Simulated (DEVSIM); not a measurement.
System: abrupt GaP n-p junction, at 400 K.

Layer 1 from the left is GaP, thickness (μm) 19.0, Nd (cm⁻³) 1.3e19, τn (s) 3.8e-7, τp (s) 3.8e-7. Layer 2 from the left is GaP, thickness (μm) 0.990, Na (cm⁻³) 2.7e15, τn (s) 3.8e-7, τp (s) 3.8e-7.

Left contact: ohmic. Right contact: ohmic. Voltage is applied to the left contact. Recombination: SRH at mid-gap, radiative, Auger. Mobility is constant in doping.

Constants are typed, rounded textbook-type inputs, not results; the design itself was drawn at random and stands for no fabricated device. Values at 300 K; Nc and Nv go as T^1.5, mobilities as T to minus their exponent, the gap by Varshni's rule with the affinity fixed.

GaP: gap (eV) 2.26, affinity (eV) 3.8, permittivity 11.1, Nc (cm⁻³) 1.8e19, Nv (cm⁻³) 1.9e19, μn (cm²/Vs) 250, μp (cm²/Vs) 150, T exponent of μn 1.6, T exponent of μp 1.98, B (cm³/s) 1e-13, Cn (cm⁶/s) 1e-30, Cp (cm⁶/s) 1e-30, Varshni α (eV/K) 0.00058, Varshni β (K) 372.

Simulated with DEVSIM: 1D drift-diffusion, Boltzmann statistics, complete ionisation; no tunnelling, impact ionisation, image-force lowering or self-heating.

What does the simulation give for the dark forward voltage at 100 A/cm², the potential step across the device at zero bias, the largest field in the device at zero bias?

dark forward voltage at 100 A/cm² 1.656 V; potential step across the device at zero bias 1.871 V; largest field in the device at zero bias 230000 V/cm.
